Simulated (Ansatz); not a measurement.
```
CELL_PARAMETERS angstrom
      3.59268     0.00000     0.00000
     -1.79634     3.11135     0.00000
      0.00000     0.00000    70.53770
ATOMIC_POSITIONS crystal
  Sn 0.00000 0.00000 0.00000
  C  0.00000 0.00000 0.03131
  Sn 0.66667 0.33333 0.04164
  C  0.66667 0.33333 0.07290
  Sn 0.33333 0.66667 0.08331
  C  0.33333 0.66667 0.11461
  Sn 0.66667 0.33333 0.12499
  C  0.66667 0.33333 0.15630
  Sn 0.33333 0.66667 0.16664
  C  0.33333 0.66667 0.19789
  Sn 0.00000 0.00000 0.20830
  C  0.00000 0.00000 0.23961
  Sn 0.33333 0.66667 0.24998
  C  0.33333 0.66667 0.28128
  Sn 0.00000 0.00000 0.29165
  C  0.00000 0.00000 0.32295
  Sn 0.33333 0.66667 0.33333
  C  0.33333 0.66667 0.36464
  Sn 0.00000 0.00000 0.37498
  C  0.00000 0.00000 0.40623
  Sn 0.66667 0.33333 0.41664
  C  0.66667 0.33333 0.44794
  Sn 0.00000 0.00000 0.45832
  C  0.00000 0.00000 0.48963
  Sn 0.66667 0.33333 0.49997
  C  0.66667 0.33333 0.53122
  Sn 0.33333 0.66667 0.54163
  C  0.33333 0.66667 0.57294
  Sn 0.66667 0.33333 0.58331
  C  0.66667 0.33333 0.61461
  Sn 0.33333 0.66667 0.62499
  C  0.33333 0.66667 0.65628
  Sn 0.66667 0.33333 0.66666
  C  0.66667 0.33333 0.69797
  Sn 0.33333 0.66667 0.70831
  C  0.33333 0.66667 0.73956
  Sn 0.00000 0.00000 0.74997
  C  0.00000 0.00000 0.78128
  Sn 0.33333 0.66667 0.79165
  C  0.33333 0.66667 0.82297
  Sn 0.00000 0.00000 0.83330
  C  0.00000 0.00000 0.86455
  Sn 0.66667 0.33333 0.87497
  C  0.66667 0.33333 0.90627
  Sn 0.00000 0.00000 0.91665
  C  0.00000 0.00000 0.94794
  Sn 0.66667 0.33333 0.95832
  C  0.66667 0.33333 0.98961
```

Calculation: PBE (plane waves to 420 eV, PAW; Ansatz, an electronic-structure program). Scalar-relativistic, without spin–orbit coupling. Its k-point mesh 9×9×1, Fermi–Dirac width 0.01 eV.

Q: Which polytype is this, and how does it compare with the cubic form?

A: SnC 24R (hchhchhh), stacking ACBCBABABACACBCBCBABACAC, hexagonality 75 %, space group R3m (a stacking that need not occur in nature); -1.6 meV/atom against 3C, layer spacing over a = 0.8181 (ideal 0.8165).
